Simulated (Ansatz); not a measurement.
## Ag, response to strain

Start from Ag in the fcc (Cu type) structure (space group Fm-3m, No. 225; a = 4.054 Å; relaxed with 0.1 eV smearing). Axes: x, y, z lie along the cube axes.

Strains are applied to the cell and any free atomic positions relax.

Computed with PBEsol (Ansatz, an electronic-structure program; PAW; 420 eV plane waves; no SOC).

Notes on the quantities. energy relative to the base: free energy F; pressure: mean of the normal stresses, compression positive.

```csv
case,shortest interatomic distance,energy relative to the base,pressure
base,2.866 Å,0 meV/atom,0.0 GPa
tensor shear ε_xy = +0.57 %,2.850 Å,+0.4 meV/atom,0.0 GPa
tensor shear ε_xy = +0.86 %,2.842 Å,+0.9 meV/atom,0.0 GPa
tensor shear ε_xy = +1.14 %,2.834 Å,+1.5 meV/atom,0.1 GPa
tensor shear ε_xy = +2.00 %,2.809 Å,+4.6 meV/atom,0.2 GPa
tensor shear ε_xy = +1.71 %,2.817 Å,+3.4 meV/atom,0.2 GPa
tensor shear ε_xy = +0.29 %,2.858 Å,+0.1 meV/atom,0.0 GPa
tensor shear ε_xy = +1.43 %,2.825 Å,+2.4 meV/atom,0.1 GPa
```

No phonon test of stability was made.
